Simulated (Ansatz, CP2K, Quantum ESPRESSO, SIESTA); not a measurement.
# Code comparison for TlBi2 (P1, 3 atoms in the cell)

Self-consistent single point, at a second geometry (atoms moved at random). First geometry:

```xyz
3
Lattice="5.7087 0.0000 0.0000 -2.8543 4.9438 0.0000 0.0000 0.0000 3.3938" Properties=species:S:1:pos:R:3 pbc="T T T"
Tl     0.0000     0.0000     0.0000
Bi     2.8543     1.6479     1.6969
Bi     0.0000     3.2959     1.6969
```

Second geometry:
```
CELL_PARAMETERS angstrom
      5.70866     0.00000     0.00000
     -2.85433     4.94384     0.00000
      0.00000     0.00000     3.39376
ATOMIC_POSITIONS crystal
  Tl 0.99211 0.99211 0.99950
  Bi 0.67396 0.33786 0.48990
  Bi 0.33393 0.67003 0.51060
```

Shared settings, as Ansatz (a first-principles code) writes them: kpoints.mp_grid.grid = 6 6 8; scf.occupations.method = gaussian; scf.occupations.width = 0.01 Ry. Potentials and cutoffs stand in the table.

```tsv
code	model	ΔF from the first geometry (meV/atom)	pressure (GPa)	largest force (eV/Å)	cutoff
CP2K	LDA (Pade form), GPW, DZVP-MOLOPT-SR-GTH basis, GTH-PADE potentials (GTH_POTENTIALS)	1.5	-2.61	0.100	grid 500 Ry
Ansatz	LDA (PW92), PAW files made with PBE	1.5	-3.22	0.098	30.9 Ry
Quantum ESPRESSO	LDA (PW92), PseudoDojo standard norm-conserving (LDA) pseudopotentials	1.5	-3.30	0.098	70 Ry
SIESTA	LDA PW92, numerical atomic orbitals TZP, PseudoDojo LDA standard norm-conserving potentials (rewritten from UPF to PSML)	1.2	-3.18	0.104	grid 400 Ry
```

Size of the force on each atom (eV/Å): Sizes of forces hide their directions.

```json
[
 {"code": "CP2K", "Tl1": "0.079", "Bi2": "0.100", "Bi3": "0.056"},
 {"code": "Ansatz", "Tl1": "0.071", "Bi2": "0.098", "Bi3": "0.058"},
 {"code": "Quantum ESPRESSO", "Tl1": "0.070", "Bi2": "0.098", "Bi3": "0.058"},
 {"code": "SIESTA", "Tl1": "0.073", "Bi2": "0.104", "Bi3": "0.060"}
]
```

On Ansatz's run: spin-orbit coupling is off.

The spread over the programs that give each value: ΔF from the first geometry within 0.3 meV/atom; pressure within 0.69 GPa; largest force within 0.006 eV/Å.

CP2K and SIESTA use small atom-centred bases, whose incompleteness enters pressures, forces and empty levels differently from a plane-wave cutoff. Ansatz's pressure is given at a fixed set of plane waves, as the other plane-wave codes print theirs.

The starting cell comes from a database of computed structures (which also holds hypothetical and non-ambient phases and stackings), without a prior relaxation at this level. For this run, on top of that: atoms moved at random.

Keys are those of Ansatz 0.2.
